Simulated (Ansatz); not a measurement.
**SnO2 under a change: isotropic strain −1.20 %**

The parent structure is SnO2 in the rutile structure (space group P4_2/mnm, No. 136; a = 4.828 Å, c = 3.238 Å).

Modification: every lattice vector is shortened by 1.20 %, atoms relaxed at fixed cell.

The values are results of Kohn–Sham DFT with the PBE functional, run in Ansatz (a first-principles code) with PAW and 420 eV plane waves, spin-orbit coupling left out, not measurements. Settings: 7×7×10 k-points, 0.05 eV Fermi–Dirac smearing.

| quantity | base | changed | shift |
|---|---|---|---|
| space group | P4_2/mnm (No. 136) | P4_2/mnm (No. 136) | – |
| shortest interatomic distance | 2.089 Å | 2.062 Å | -0.027 Å |
| energy relative to the base (free energy F) | 0 meV/atom | +9.4 meV/atom | +9.4 meV/atom |
| band gap | 0.68 eV | 1.06 eV | +0.38 eV |
| gap character | direct at Γ | direct at Γ | – |
| mean gap deformation potential ΔEg/Δln V | – | -10.5 eV | – |
| width of the top valence band | 1.18 eV | 1.23 eV | +0.05 eV |
| electron mass | 0.16 mₑ along c, 0.17 mₑ across (at Γ) | 0.17 mₑ along c, 0.20 mₑ across (at Γ) | – |
| valence-band top at Γ (three highest levels, from the VBM) | 0.00, -0.74, -0.74 eV | 0.00, -0.77, -0.77 eV | – |

Final structure:

```
CELL_PARAMETERS angstrom
      4.76964     0.00000     0.00000
      0.00000     4.76964     0.00000
      0.00000     0.00000     3.19927
ATOMIC_POSITIONS crystal
  Sn 0.00000 0.00000 0.00000
  Sn 0.50000 0.50000 0.50000
  O  0.30570 0.30570 0.00000
  O  0.80570 0.19430 0.50000
  O  0.19430 0.80570 0.50000
  O  0.69430 0.69430 0.00000
```

Masses are band curvatures over ±0.01 Å⁻¹ around the edge. No phonon test of stability was made.
